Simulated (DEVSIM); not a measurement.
System: InP/In0.53Ga0.47As n-p heterojunction, at 500 K.

Layer 1 from the left is InP, thickness (μm) 0.120, Nd (cm⁻³) 2.8e17, τn (s) 1.2e-9, τp (s) 1.2e-9. Layer 2 from the left is In0.53Ga0.47As, thickness (μm) 0.210, Na (cm⁻³) 1e16, τn (s) 1.2e-9, τp (s) 1.2e-9.

Left contact: ohmic. Right contact: ohmic. Voltage is applied to the left contact. Recombination: SRH at mid-gap, Auger. Mobility is constant in doping.

This is a model device: material constants are rounded textbook-type values typed into the input, and sizes, dopings and lifetimes were drawn at random. Values at 300 K; Nc and Nv go as T^1.5, mobilities as T to minus their exponent, the gap by Varshni's rule with the affinity fixed.

InP: gap (eV) 1.344, affinity (eV) 4.38, permittivity 12.5, Nc (cm⁻³) 5.7e17, Nv (cm⁻³) 1.1e19, μn (cm²/Vs) 5200, μp (cm²/Vs) 170, T exponent of μn 2, T exponent of μp 2, Cn (cm⁶/s) 9e-31, Cp (cm⁶/s) 9e-31, Varshni α (eV/K) 0.000363, Varshni β (K) 162. In0.53Ga0.47As: gap (eV) 0.74, affinity (eV) 4.51, permittivity 13.9, Nc (cm⁻³) 2.1e17, Nv (cm⁻³) 7.7e18, μn (cm²/Vs) 12000, μp (cm²/Vs) 300, T exponent of μn 1.6, T exponent of μp 1.6, Cn (cm⁶/s) 5e-29, Cp (cm⁶/s) 5e-29, Varshni α (eV/K) 0.00035, Varshni β (K) 190.

Model (solved in DEVSIM): 1D drift-diffusion, Boltzmann statistics, complete ionisation; no tunnelling, impact ionisation, image-force lowering or self-heating. Band offsets follow the typed affinities; no thermionic-emission limit at abrupt steps, no polarisation charge.

What does the simulation give for the largest field in the device at zero bias, the potential step across the device at zero bias?

largest field in the device at zero bias 66000 V/cm; potential step across the device at zero bias 0.425 V.
